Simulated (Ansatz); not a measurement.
The parent structure is KBr in the rock salt structure (space group Fm-3m, No. 225).

```
KBr
1.0
    0.00000     3.27453     3.27453
    3.27453     0.00000     3.27453
    3.27453     3.27453     0.00000
K Br
1 1
Direct
  0.00000   0.00000   0.00000
  0.50000   0.50000   0.50000
```

Cartesian axes are those of the cell as printed.

The values are results of PBEsol in Ansatz (plane waves to 420 eV, PAW, no SOC), not measurements.

Strains are applied to the cell and any free atomic positions relax.

One change was made to it. Results:

```json
[
 {"quantity": "electron mass", "base": "0.37 mₑ (at Γ)", "after": "0.38 mₑ along z, 0.36 mₑ across (at Γ)"},
 {"quantity": "pressure (mean of the normal stresses, compression positive)", "base": "0.01 GPa", "after": "0.46 GPa"},
 {"quantity": "band gap", "base": "4.34 eV", "after": "4.39 eV"}
]
```

Task: Which of these changes matches the shifts?
A) uniaxial strain ε_zz = −1.00 %
B) uniaxial strain ε_zz = −0.50 %
C) uniaxial strain ε_zz = −2.50 %

Result: C, uniaxial strain ε_zz = −2.50 %. For comparison, the electron mass in the other runs: uniaxial strain ε_zz = −1.00 % gives 0.37 mₑ (at Γ); uniaxial strain ε_zz = −0.50 % gives 0.37 mₑ (at Γ).

Masses are band curvatures over ±0.01 Å⁻¹ around the edge. Stability against distortions was not tested.

Ansatz is a program for electronic structure.
